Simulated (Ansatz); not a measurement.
SnTe: energy against strain

SnTe (rock salt, Fm-3m, 31.094 Å³/atom at rest, cube axes along x, y and z) under a strain ε along a cube axis (axis z), the other axes held. PBEsol in Ansatz, a plane-wave DFT program (PAW, default set), 420 eV, 13×13×13 Γ-centred mesh, Fermi-Dirac smearing 0.05 eV; ions are relaxed within the symmetry of each cell.

Here s stands for strain and y for E less E0.

```csv
strain (%),E less E0 (meV/atom)
-1.50,3.18
-1.00,1.38
-0.50,0.33
0.00,0.00
0.50,0.33
1.00,1.29
1.50,2.84
3.00,?
```

The 7 complete rows are fitted with a parabola, y against s. Least squares gives y = -0.003 - 0.0857·s + 1.3390·s². Residuals (row less fit): 0.042, -0.042, -0.045, 0.003, 0.041, 0.040, -0.041; standard error 0.051 (degrees of freedom: 4). Twice the quadratic coefficient over the volume, 2 × 1.3390 meV × 10⁴ × 0.1602 / 31.094 Å³, is the elastic constant C11 = 138 ± 2 GPa.

Task: Estimate the missing y (s = 3.00); what did the run itself give?

Result: y = -0.003 - 0.0857 × 3.0 + 1.3390 × 3.0² = 11.791 meV/atom. The calculation gives 10.64 meV/atom, 1.151 meV/atom below the prediction (10.8 % of the range of y in the table). The row lies outside the fitted rows, so this is an extrapolation. From the scatter of the fitted rows alone, a prediction at this place has a standard error of 0.195 meV/atom, so the miss is 5.9 times that.

One order more, fitted to all 13 runs of the series, follows each within 0.01, so the miss is the next term of a smooth law. SnTe stands in this structure, which distorts at low temperature. Rows are the converged runs of the series near zero and its far end; series whose fitted rows scatter by over a few per cent of the range, as at a crossing or softening among them, aren't shown in this form. Most that stay on the fit to the last digits aren't either.
